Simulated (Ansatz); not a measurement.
The starting structures come from a database of crystals and need not be the phases stable at ambient conditions.

## Evanescent states of YZnPO (R-3m, not sure to be the ambient phase, 8 atoms a cell, 16.8 Å³ an atom, -3 GPa at this level) along the normal of (110)

Calculation: r2SCAN (plane waves, PAW; Ansatz, an electronic-structure program).

The gap is the functional's own. No spin-orbit coupling. Mid-gap values are interpolated on the energy grid.

Energies count from the valence-band top; κ is the least over a 6×4 mesh across the current.

```
E (eV)  κ (1/Å)  where
------  -------  -----
0.04      0.044  off Γ
0.14      0.075  off Γ
0.23      0.095  off Γ
0.32      0.110  off Γ
0.41        [?]  off Γ
0.49        [?]  off Γ
0.58        [?]  off Γ
0.68        [?]  off Γ
0.77        [?]  off Γ
0.85        [?]  off Γ
0.94        [?]  off Γ
1.03        [?]  off Γ
1.12        [?]  off Γ
1.22        [?]      Γ
1.30      0.126      Γ
1.40      0.112      Γ
1.49      0.094      Γ
1.57      0.069      Γ
```

Q: Fill in the missing entries.

A: 
- 0.41, κ (1/Å): 0.122
- 0.49, κ (1/Å): 0.132
- 0.58, κ (1/Å): 0.140
- 0.68, κ (1/Å): 0.148
- 0.77, κ (1/Å): 0.151
- 0.85, κ (1/Å): 0.150
- 0.94, κ (1/Å): 0.149
- 1.03, κ (1/Å): 0.146
- 1.12, κ (1/Å): 0.143
- 1.22, κ (1/Å): 0.137
